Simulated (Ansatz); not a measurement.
## NaF in the rock salt structure (space group Fm-3m, No. 225)

```
NaF
1.0
    0.00000     2.29725     2.29725
    2.29725     0.00000     2.29725
    2.29725     2.29725     0.00000
F Na
1 1
Direct
  0.00000   0.00000   0.00000
  0.50000   0.50000   0.50000
```

All numbers come from Ansatz (a program for electronic structure), r2SCAN, PAW, cutoff 500 eV, spin-orbit coupling left out. Γ-centred 12×12×12 mesh, Fermi–Dirac width 0.05 eV.

```json
{
  "volume_per_atom": "12.12 Å³",
  "density": "2.88 g/cm³",
  "band_gap": "7.28 eV, direct at Γ",
  "electron_mass": "0.57 mₑ",
  "Lowest conduction-band minima above the VBM": "Γ 7.28 eV",
  "total_energy": "-1150.686 eV/atom (σ→0; compares only within this code and set-up)"
}
```

Masses are band curvatures over ±0.01 Å⁻¹ around the edge. No phonon test of stability was made.
